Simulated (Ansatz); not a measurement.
TmCl₃ (R-3c, No. 167; cell taken from a computed entry) was calculated with PBEsol in Ansatz (plane waves, PAW).

Run with plane-wave cutoff 500 eV, 8×8×8 k mesh, Fermi–Dirac smearing 0.05 eV, spin-polarised start, scalar-relativistic PAW data made under PBE.

Computed at the level's own relaxed cell.

Task: Estimate the volume per atom, lattice parameter a and c axis length that the calculation returns.

Result: 
- volume per atom = 26.98 Å³/atom
- lattice parameter a = 6.407 Å
- c axis length = 18.216 Å

Note: the magnetic order was assumed, not searched for or taken from measurement; the relaxation could not lower the start's symmetry, so the cell can be a saddle point above a distorted one; the 4f shell is treated without U or exact exchange, so its levels and filling can be wrong.

Spin–orbit coupling is not included.

Computed values are for the static lattice.

Ansatz is a quantum-chemistry and plane-wave program.
